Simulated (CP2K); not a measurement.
A working CP2K input for TiCd (P4/nmm, 4 atoms in the cell) (DFT PBEsol, GPW, DZVP-MOLOPT-PBE-GTH basis, GTH-PBE potentials (POTENTIAL_UZH)):

```
&GLOBAL
  PROJECT scf
  RUN_TYPE ENERGY_FORCE
  PRINT_LEVEL MEDIUM
&END GLOBAL
&FORCE_EVAL
  METHOD Quickstep
  STRESS_TENSOR ANALYTICAL
  &DFT
    BASIS_SET_FILE_NAME BASIS_MOLOPT_UZH
    POTENTIAL_FILE_NAME POTENTIAL_UZH
    &QS
      METHOD GPW
      EPS_DEFAULT 1E-10
    &END QS
    &MGRID
      CUTOFF 600
      REL_CUTOFF 60
      NGRIDS 5
    &END MGRID
    &SCF
      SCF_GUESS ATOMIC
      EPS_SCF 1E-6
      MAX_SCF 100
      ADDED_MOS 9
      &DIAGONALIZATION
        ALGORITHM STANDARD
      &END DIAGONALIZATION
      &MIXING
        METHOD BROYDEN_MIXING
        ALPHA 0.2
        NBUFFER 12
      &END MIXING
      &SMEAR ON
        METHOD FERMI_DIRAC
        ELECTRONIC_TEMPERATURE [K] 1160.45
      &END SMEAR
    &END SCF
    &KPOINTS
      SCHEME MONKHORST-PACK 8 8 2
    &END KPOINTS
    &XC
      &XC_FUNCTIONAL
        &PBE
          PARAMETRIZATION PBESOL
        &END PBE
      &END XC_FUNCTIONAL
    &END XC
    &PRINT
      &MO
        EIGENVALUES T
        OCCUPATION_NUMBERS T
        NDIGITS 8
        FILENAME mo
        &EACH
          QS_SCF 0
        &END EACH
        ADD_LAST NUMERIC
      &END MO
      &MULLIKEN ON
      &END MULLIKEN
    &END PRINT
  &END DFT
  &SUBSYS
    &CELL
      A 2.87106000 0.00000000 0.00000000
      B 0.00000000 2.87106000 0.00000000
      C 0.00000000 0.00000000 8.96099600
      PERIODIC XYZ
    &END CELL
    &COORD
      Ti       0.00000000     1.43553000     3.50616890
      Ti       1.43553000     0.00000000     5.45482710
      Cd       0.00000000     1.43553000     7.76622640
      Cd       1.43553000     0.00000000     1.19476960
    &END COORD
    &KIND Ti
      BASIS_SET DZVP-MOLOPT-PBE-GTH-q12
      POTENTIAL GTH-PBE-q12
    &END KIND
    &KIND Cd
      BASIS_SET DZVP-MOLOPT-PBE-GTH-q12
      POTENTIAL GTH-PBE-q12
    &END KIND
  &END SUBSYS
  &PRINT
    &FORCES ON
    &END FORCES
    &STRESS_TENSOR ON
    &END STRESS_TENSOR
  &END PRINT
&END FORCE_EVAL
```

The run converged in 16 iterations: free energy E − TS -5657.7184 eV; Fermi level (on the code's own zero) 9.49 eV; pressure -0.89 GPa; largest force (vector length) 0.075 eV/Å. Each of these slips is then made, one at a time:

(1)
```diff
-      EPS_SCF 1E-6
+      EPS_SCF 0.01
```

(2)
```diff
-      REL_CUTOFF 60
+      REL_CUTOFF 10
```

(3)
```diff
-        ELECTRONIC_TEMPERATURE [K] 1160.45
+        ELECTRONIC_TEMPERATURE [K] 11604.5
```

Problem. Predict the outcome of each change.

Solution. 
(1) A convergence threshold that is too loose. The run converged in 5 iterations without an error; against the sound input the free energy is nearly the same (within 1 meV/atom), the pressure hardly changes (-0.89 to -0.93 GPa) and the largest force goes from 0.075 to 0.085 eV/Å.

(2) A density cutoff or grid that is too coarse. The run converged in 17 iterations without an error; against the sound input the free energy drops by 920 meV/atom, the pressure goes from -0.89 to 32.48 GPa and the largest force goes from 0.075 to 37.89 eV/Å.

(3) A smearing width that is far too large. The run converged in 14 iterations without an error; against the sound input the free energy goes down by 1.34 eV/atom, the pressure goes from -0.89 to 9.90 GPa and the largest force goes from 0.075 to 1.202 eV/Å.

The starting cell comes from a database of computed structures (which also holds hypothetical and non-ambient phases and stackings), without a prior relaxation at this level. Its lattice was rescaled by a random factor within 2.5 % of one. Spin polarisation is off. Values carry the incompleteness of an atom-centred basis. The potentials were made for another functional than the one used. Without a gap this mesh is coarse (it stands for a supercell whose shortest vector is 18 Å).

Left out of this page: 3 runs of the series outside the window shown, repeating another row's setting, or not comparable.
